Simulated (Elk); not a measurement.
Band structure of LaSi2 (I4_1/amd, 6 atoms in the cell).

```
LaSi2
1.0
   -2.19417     2.19417     6.80509
    2.19417    -2.19417     6.80509
    2.19417     2.19417    -6.80509
La Si
2 4
Direct
  0.50000   0.50000   0.00000
  0.25000   0.75000   0.50000
  0.83577   0.33577   0.50000
  0.08577   0.08577   0.00000
  0.91423   0.91423   0.00000
  0.66423   0.16423   0.50000
```

Method of the run: PBEsol, all-electron FP-LAPW, Elk's shipped species files, APW+lo basis with extra local orbitals run with Elk.

Settings: xctype = 22; rgkmax = 7.5; stype = 3; swidth = 0.00367493 Ha; ngridk = 7 7 7; gmaxvr = 14 1/bohr; nxlo = 2; lorbcnd = true; rmtscf = 0.94; lmaxi = 3.

The starting cell comes from a database of computed structures (which also holds hypothetical and non-ambient phases and stackings), without a prior relaxation at this level. Values depend on the basis (sphere radii, cutoffs, local orbitals), which need not be converged.

Levels in eV from the Fermi level, bands 16 to 23:
```csv
point,16,17,18,19,20,21,22,23
Γ,-2.37,-2.37,-1.14,-0.72,0.33,0.62,1.13,1.17
X,-2.79,-1.85,-1.85,0.88,0.88,1.75,1.75,2.08
Y,-2.76,-1.90,-1.90,0.83,0.83,1.75,1.75,2.03
S,-2.35,-2.00,-1.50,-1.07,0.29,0.99,1.37,1.37
Z,-2.47,-2.43,-2.43,0.18,0.18,0.91,0.91,1.52
S1,-2.35,-2.00,-1.50,-1.07,0.29,0.99,1.37,1.37
N,-2.18,-1.43,-1.08,-1.07,-0.68,0.59,1.21,1.75
P,-2.79,-1.82,-1.82,0.72,0.72,1.90,1.90,2.05
Y1,-2.76,-1.90,-1.90,0.83,0.83,1.75,1.75,2.03
```

Bands cross the Fermi level along this path, so the cell is metallic at this level.
